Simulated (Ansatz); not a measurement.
Consider a periodic stack without vacuum, MnP-type NiSi (1 0 0) on Si0.875Ge0.125, ordered (0 0 1), Sb on 3 of 6 substrate sites at each interface (film strained to the substrate, started from cuts of the bulks and a machine-learned relaxation; slabs Ge6Si42Sb6 and Ni30Si40, which can lie off the formulas): substrate slab Ge6Si42Sb6, film Ni30Si40, surface cells [[0, -1], [3, -1]] and [[0, -1], [5, -1]], film strained by -2.1 and -1.9 %, outermost planes Si/Si and Si/Si as cut, which need not be the usual terminations and can put a slab off its formula. Its start:

```
CELL_PARAMETERS angstrom
      5.50034     0.00000     0.00956
      5.50034    16.50102     0.00440
     -1.33403     4.11735    23.58698
ATOMIC_POSITIONS crystal
  Ge 0.06489 0.95821 0.15532
  Ge 0.74090 0.29073 0.15814
  Ge 0.38023 0.62817 0.15609
  Si 0.41373 0.12649 0.15694
  Si 0.05938 0.46404 0.15992
  Si 0.71549 0.79389 0.15465
  Si 0.76395 0.02852 0.21625
  Si 0.42609 0.36495 0.21762
  Si 0.07816 0.69756 0.21607
  Si 0.11262 0.19502 0.21688
  Si 0.75693 0.53043 0.21819
  Si 0.42740 0.86079 0.21586
  Sb 0.51404 0.99416 0.02332
  Sb 0.20803 0.33421 0.03826
  Si 0.78222 0.65725 0.03915
  Si 0.87009 0.14593 0.03762
  Sb 0.47928 0.49420 0.02803
  Si 0.13253 0.82008 0.03276
  Si 0.21083 0.05911 0.10073
  Si 0.86412 0.39624 0.10330
  Si 0.49832 0.73115 0.09514
  Si 0.58065 0.21402 0.09634
  Si 0.15440 0.56556 0.09614
  Si 0.87047 0.88610 0.09652
  Ge 0.17375 0.90248 0.39019
  Ge 0.85833 0.23311 0.39217
  Ge 0.52225 0.56912 0.39496
  Si 0.51716 0.06873 0.38940
  Si 0.18102 0.40759 0.39456
  Si 0.84047 0.73700 0.39132
  Si 0.87249 0.97520 0.44950
  Si 0.53898 0.30428 0.44773
  Si 0.20336 0.64350 0.45063
  Si 0.21253 0.12454 0.45040
  Si 0.90670 0.48033 0.45793
  Si 0.53215 0.80132 0.45007
  Si 0.62084 0.93108 0.27315
  Si 0.29278 0.26702 0.27558
  Si 0.95181 0.59922 0.27553
  Si 0.96271 0.09819 0.27331
  Si 0.62342 0.43231 0.27630
  Si 0.28355 0.76426 0.27394
  Si 0.32225 0.00078 0.33102
  Si 0.99006 0.33714 0.33447
  Si 0.64810 0.66859 0.33268
  Si 0.65509 0.16677 0.33144
  Si 0.31725 0.50202 0.33362
  Si 0.97642 0.83311 0.33121
  Sb 0.67785 0.88381 0.51841
  Sb 0.45021 0.18811 0.51857
  Si 0.09471 0.55071 0.51665
  Si 0.10167 0.02452 0.51241
  Sb 0.79499 0.35910 0.51645
  Si 0.39623 0.70844 0.50895
  Ni 0.62182 0.17058 0.77940
  Ni 0.41133 0.38532 0.77549
  Ni 0.24821 0.57250 0.76140
  Ni 0.04907 0.77522 0.76565
  Ni 0.82523 0.97887 0.77361
  Ni 0.68802 0.19759 0.67200
  Ni 0.49144 0.41382 0.67121
  Ni 0.30956 0.58797 0.65569
  Ni 0.12627 0.80933 0.65274
  Ni 0.86849 0.02978 0.66591
  Ni 0.12870 0.14173 0.64716
  Ni 0.95820 0.29798 0.67170
  Ni 0.75840 0.53715 0.63152
  Ni 0.59456 0.69198 0.65186
  Ni 0.38933 0.90644 0.66780
  Ni 0.36402 0.06716 0.79044
  Ni 0.14488 0.27244 0.78445
  Ni 0.95763 0.48415 0.78393
  Ni 0.77793 0.66917 0.76936
  Ni 0.57499 0.87394 0.77461
  Si 0.02048 0.17661 0.73983
  Si 0.81269 0.38838 0.74168
  Si 0.63378 0.57961 0.72249
  Si 0.42724 0.78152 0.72916
  Si 0.20622 0.98823 0.73701
  Si 0.29252 0.24152 0.61777
  Si 0.06798 0.40892 0.62984
  Si 0.92312 0.63060 0.59178
  Si 0.69643 0.81210 0.62864
  Si 0.44848 0.02537 0.63018
  Si 0.51419 0.10131 0.70744
  Si 0.38135 0.29440 0.71404
  Si 0.12081 0.49561 0.69958
  Si 0.00429 0.69285 0.69605
  Si 0.80667 0.90129 0.70056
  Si 0.90434 0.10287 0.58222
  Si 0.57739 0.32582 0.61126
  Si 0.45245 0.49819 0.58820
  Si 0.21280 0.71491 0.59472
  Si 0.05044 0.94391 0.60363
  Ni 0.80003 0.14810 0.88764
  Ni 0.59417 0.35467 0.89102
  Ni 0.41066 0.57695 0.91020
  Ni 0.24224 0.74459 0.88010
  Ni 0.02091 0.93467 0.88426
  Ni 0.27162 0.03673 0.90361
  Ni 0.05976 0.24999 0.88906
  Ni 0.87168 0.47668 0.88819
  Ni 0.71643 0.64586 0.87555
  Ni 0.49427 0.84755 0.89918
  Si 0.09543 0.14363 0.95695
  Si 0.96139 0.35106 0.93955
  Si 0.81062 0.54947 0.95969
  Si 0.59854 0.72076 0.94597
  Si 0.26561 0.91073 0.96643
  Si 0.38895 0.15432 0.85475
  Si 0.18658 0.36466 0.84999
  Si 0.07732 0.56772 0.84486
  Si 0.81078 0.76023 0.83863
  Si 0.61240 0.94806 0.85039
  Si 0.70897 0.03118 0.92238
  Si 0.47843 0.24264 0.92725
  Si 0.30492 0.45620 0.92543
  Si 0.06387 0.66135 0.93867
  Si 0.92812 0.81801 0.93533
  Si 0.98728 0.06022 0.82355
  Si 0.74986 0.26890 0.81689
  Si 0.58340 0.47138 0.81766
  Si 0.38661 0.65952 0.80931
  Si 0.20440 0.86352 0.81329
```

The start was prepared with a machine-learned potential, and the result is one local minimum, with the in-plane cell held and forces under 0.04 eV/Å; the film can end far from its bulk form.

Computed with PBE (plane waves to 420 eV, PAW; Ansatz, a program for electronic structure). No spin–orbit coupling; the runs are not spin-polarised. Its k-point mesh 5×2×1, Fermi–Dirac width 0.05 eV.

Problem. Predict the relaxed interface.

Solution. 
- interface area: 90.8 Å²
- period: 23.41 Å
- heights between the nearest atoms of the two slabs at the two interfaces: 1.36 and 1.42 Å
- Sb–Si contacts across the interfaces within 1.22 times the sum of covalent radii: 11, mean 2.78 Å
- Si–Si contacts across the interfaces within 1.22 times the sum of covalent radii: 11, mean 2.44 Å
